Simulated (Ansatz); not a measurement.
System: InSe (C2/m, No. 12, 4 atoms in the cell; start mp-21405; a measured phase of this formula has another space group). Method: r²SCAN+rVV10 in Ansatz (PAW).

Settings: plane-wave cutoff 560 eV, 10×10×8 k mesh (along the axes of the cell as run), Fermi–Dirac smearing 0.01 eV, scalar-relativistic PAW data made under PBE.

Cell (relaxed at this level):

```cif
data_In4Se4
_chemical_formula_sum 'In4 Se4'
_space_group_name_H-M_alt 'C2/m'
_space_group_IT_number 12
_space_group_name_Hall '-C 2y'
_cell_length_a 11.75327
_cell_length_b 4.10656
_cell_length_c 4.70999
_cell_angle_alpha 90.000
_cell_angle_beta 110.350
_cell_angle_gamma 90.000
loop_
_atom_site_label
_atom_site_type_symbol
_atom_site_symmetry_multiplicity
_atom_site_Wyckoff_symbol
_atom_site_fract_x
_atom_site_fract_y
_atom_site_fract_z
_atom_site_occupancy
In1 In 4 i 0.38690 0.50000 0.03559 1
Se1 Se 4 i 0.34245 0.00000 0.35060 1
```
(The calculation used a cell of 4 atoms; values per cell refer to that cell.)

Task: Give the computed band gap and direct gap at Γ.

Result: 
- band gap: 1.35 eV (on the SCF k mesh)
- direct gap at Γ: 4.42 eV

Note: the relaxation could not lower the start's symmetry, so the cell can be a saddle point above a distorted one.

Spin–orbit coupling is not included.

Computed values are for the static lattice.

Computing time: about 9 core-minutes (a rough figure).

A start named mp-… is a Materials Project structure, which need not be a measured phase.

Ansatz is a program for electronic structure.
